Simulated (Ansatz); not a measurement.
```yaml
crystal:
  lattice:
    - [0.00000, 2.03635, 2.03635]
    - [2.03635, 0.00000, 2.03635]
    - [2.03635, 2.03635, 0.00000]
  atoms:
    - { symbol: N, position: [0.00000, 0.00000, 0.00000] }
    - { symbol: V, position: [0.50000, 0.50000, 0.50000] }
```

**Question.** Is this relaxed cell dynamically stable according to harmonic phonons (finite displacements on a 8×8×8 mesh, DFT at the PBEsol level (Ansatz, a first-principles code), k mesh 16×16×16, methfessel-paxton smearing of 0.15 eV)? If not, where is the strongest instability?

**Answer.** No. The softest mode is 279i cm⁻¹ at q = (0.000, -0.500, -0.500) in fractions of the reciprocal vectors of this cell, and 225 of the 512 wave vectors of the mesh carry a mode beyond 15i cm⁻¹.

The PAW data sets were generated under PBE and serve the other functionals too.
